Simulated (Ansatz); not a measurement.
A self-consistent single point of CaSiAu (P3m1, 3 atoms in the cell) with Ansatz (an electronic-structure program).

Computed with LDA (PW92), default PAW files made with PBE (plane waves; Ansatz).

```
CELL_PARAMETERS angstrom
      4.30595     0.00000     0.00000
     -2.15298     3.72906     0.00000
      0.00000     0.00000     3.92279
ATOMIC_POSITIONS crystal
  Ca 0.00000 0.00000 0.01275
  Si 0.66667 0.33333 0.50000
  Au 0.33333 0.66667 0.50000
```

Reference input (self-consistent single point, DFT, LDA (PW92), plane waves, default PAW files made with PBE): basis.ecutwfc = 420 eV; kpoints.mp_grid.grid = 9 9 9; hamiltonian.xc = lda; hamiltonian.pseudopotentials = {kind: paw} (the program's default PAW files); scf.occupations.method = fermi_dirac; scf.occupations.width = 0.1 eV. This run's input differs from it in these lines:

Ansatz 0.2 input:
```diff
@@ -11,3 +11,3 @@
 basis:
-  ecutwfc: 420.0 eV
+  ecutwfc: 210.0 eV
 kpoints:
```

Output (repeated stretches shortened):

```
SCF iter   1: F=—  HF=-15241.180455 eV  |F-HF|=—  |Δ(HF+E_count)|=         —  Δρ=6.09e-2  dr2=1.34e0  ethr=1.77e-3  ⟨swp⟩=5.9  Hψ=9180  notcnv=0
all-band conjugate gradients solve this SCF's bands
preconditioner: auto → Kerker (q_TF=auto, 2.450 Å⁻¹)
SCF iter   2: F=—  HF=-15240.629113 eV  |F-HF|=—  |Δ(HF+E_count)|=   5.51e-1  Δρ=2.40e-2  dr2=1.22e-1  ethr=1.77e-3  ⟨swp⟩=2.1  Hψ=4394  notcnv=0
SCF iter   3: F=—  HF=-15240.569311 eV  |F-HF|=—  |Δ(HF+E_count)|=   5.98e-2  Δρ=7.70e-3  dr2=2.02e-2  ethr=3.70e-4  ⟨swp⟩=2.0  Hψ=3696  notcnv=0
SCF iter   4: F=—  HF=-15240.563394 eV  |F-HF|=—  |Δ(HF+E_count)|=   5.92e-3  Δρ=7.92e-4  dr2=2.59e-4  ethr=6.12e-5  ⟨swp⟩=2.0  Hψ=3187  notcnv=0
SCF iter   5: F=—  HF=-15240.563324 eV  |F-HF|=—  |Δ(HF+E_count)|=   7.03e-5  Δρ=1.31e-4  dr2=1.82e-5  ethr=7.85e-7  ⟨swp⟩=2.2  Hψ=2667  notcnv=0
SCF iter   6: F=—  HF=-15240.563324 eV  |F-HF|=—  |Δ(HF+E_count)|=   1.70e-7  Δρ=4.50e-5  dr2=2.37e-6  ethr=5.52e-8  ⟨swp⟩=2.1  Hψ=2593  notcnv=0
SCF iter   7: F=-15240.563323 eV  HF=-15240.563324 eV  |F-HF|=2.10e-8  |Δ(HF+E_count)|=   5.76e-7  Δρ=5.97e-6  dr2=4.25e-8  ethr=3.03e-10  ⟨swp⟩=3.9  Hψ=7590  notcnv=0
SCF 1 converged in 7 iterations: F = -15240.563323 eV  dr2 = 4.25e-8
Free energy (F): -15240.563323 eV
Internal energy: -15240.516659 eV  (E = F + TS)
E sigma→0 (E₀):  -15240.539991 eV
Entropy (-TS):   -0.046665 eV (-15.555 meV/atom)
Fermi energy:    11.072438 eV
--- Forces (eV/Å), atoms counted from 1 ---
  atom   1  Ca    -0.00000000     0.00000000    -0.25039476
  atom   2  Si     0.00000000     0.00000000     0.10402436
  atom   3  Au     0.00000000    -0.00000000     0.14636565
--- Stress (GPa, compression-positive) ---
       -3.979507      -0.000000      -0.000000
        0.000000      -3.979507      -0.000000
       -0.000000      -0.000000      -2.905603
  P = ⅓ Tr σ = -3.6215 GPa (-36.215 kbar)
  The stress holds the Pulay correction. Without it, at fixed plane waves, as pw.x and ABINIT print it: P = -106.1094 GPa
```

The run converged in 7 iterations. Against the reference run the free energy rises by 2.61 eV/atom, the pressure goes from -3.42 to -3.62 GPa and the largest force goes from 0.174 to 0.250 eV/Å.

The starting cell comes from a database of computed structures (which also holds hypothetical and non-ambient phases and stackings), without a prior relaxation at this level. Its lattice was rescaled by up to half a per cent. One atom was moved a little off its site on purpose. Ansatz's pressure includes its estimate of the finite-basis (Pulay) stress. Without the estimate this run gives -106.11 GPa. The cutoff lies below the one recommended for these files.
